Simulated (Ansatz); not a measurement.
## Formation enthalpy of BeTe (model structure, started from the CsCl type, Pm-3m, No. 221, 2 atoms in the cell) at several levels of theory

No measured value is used here.

| level (code) | value (eV/atom) |
|---|---|
| PBE (Ansatz) | 0.766 |
| PBEsol (Ansatz) | 0.689 |
| PBE-D3(BJ) (Ansatz) | ? |
| r²SCAN (Ansatz) | 0.861 |
| HSE06 (Ansatz) | 0.788 |
| PBE0 (Ansatz) | ? |

Task: Fill in the missing entries.

Result: 
- PBE-D3(BJ) (Ansatz, a quantum-chemistry and plane-wave program), value (eV/atom): 0.756
- PBE0 (Ansatz), value (eV/atom): 0.825

Density-functional levels without +SOC have no spin–orbit coupling, which shifts binding energies of heavy elements. HSE06, PBE0: exact exchange on metals is sensitive to the k mesh and can open a false gap. Values are at the level's own equilibrium cell; HSE06 at the r²SCAN cell; PBE0 at the r²SCAN cell. Ansatz's density-functional and Hartree–Fock values are scalar-relativistic unless marked +SOC, with PAW data made under PBE.

A model structure was made by putting elements into a prototype or built by hand; it is no filed structure, need not be a known phase, and can be a saddle point held by its symmetry.
